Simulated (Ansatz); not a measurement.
The reference is TaN (space group P6/mmm, No. 191).

```yaml
crystal:
  lattice:
    - [5.20166, 0.00000, 0.00000]
    - [-2.60083, 4.50477, 0.00000]
    - [0.00000, 0.00000, 2.90614]
  atoms:
    - { symbol: Ta, position: [0.00000, 0.00000, 0.00000] }
    - { symbol: Ta, position: [0.33333, 0.66667, 0.50000] }
    - { symbol: Ta, position: [0.66667, 0.33333, 0.50000] }
    - { symbol: N, position: [0.50000, 0.00000, 0.00000] }
    - { symbol: N, position: [0.50000, 0.50000, 0.00000] }
    - { symbol: N, position: [0.00000, 0.50000, 0.00000] }
```

Cartesian axes are those of the cell as printed.

Method: PBEsol, PAW, 420 eV (Ansatz, a quantum-chemistry and plane-wave program; without spin-orbit coupling).

Base values:

- Pressure: 0.0 GPa
- Shortest interatomic distance: 2.090 Å

The change: strain tensor (xx, yy, zz, yz, xz, xy) = (−2.05, −2.06, −1.88, −0.10, +1.01, +1.02) %, atoms relaxed at fixed cell.

Problem. Predict the new energy relative to the base.

Solution. The energy rises by 49 meV/atom.

Problem. Predict the new pressure.

Solution. The pressure (mean of the normal stresses, compression positive) goes from zero to 22.2 GPa.

Problem. Predict the new shortest interatomic distance.

Solution. The shortest interatomic distance shrinks by 0.065 Å, from 2.090 Å to 2.025 Å.

Without a gap, meshes like the base's 10×10×16 leave anisotropic stresses uncertain by several tenths of a GPa, and small strain energies with them. Whether these cells are dynamically stable was not tested. The final runs are not spin-polarised. This is not the structure that TaN has at room temperature and ambient pressure.
